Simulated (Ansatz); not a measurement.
Base system: W in the bcc (W type) structure (space group Im-3m, No. 229; relaxed with 0.1 eV smearing).

```
CELL_PARAMETERS angstrom
     -1.57711     1.57711     1.57711
      1.57711    -1.57711     1.57711
      1.57711     1.57711    -1.57711
ATOMIC_POSITIONS crystal
  W  0.00000 0.00000 0.00000
```

Cartesian axes are those of the cell as printed.

The values are results of plane-wave PAW DFT at the PBEsol level (Ansatz, a first-principles code, 420 eV), no spin-orbit coupling, not measurements.

Perturbation: the cell is compressed by 2.88 % along z with no lateral relaxation, atoms relaxed at fixed cell.

Q: Predict the stress tensor and what it implies for the stiffness.

A: Stress of the strained cell less that of the base (GPa, compression positive):
```
    6.6     0.0     0.0
    0.0     6.6     0.0
    0.0     0.0    17.3
```

Then −Δσ_ii/ε with ε = -0.0288 gives secant stiffness values (nonlinear terms included at this strain): C33 ≈ 599 GPa, C13 ≈ 230 GPa and C23 ≈ 230 GPa.

As a check, the harmonic strain energy −½ V₀ Δσ:ε is 24 meV/atom; the computed energy rise is 24 meV/atom.

No phonon test of stability was made. The final runs are not spin-polarised.
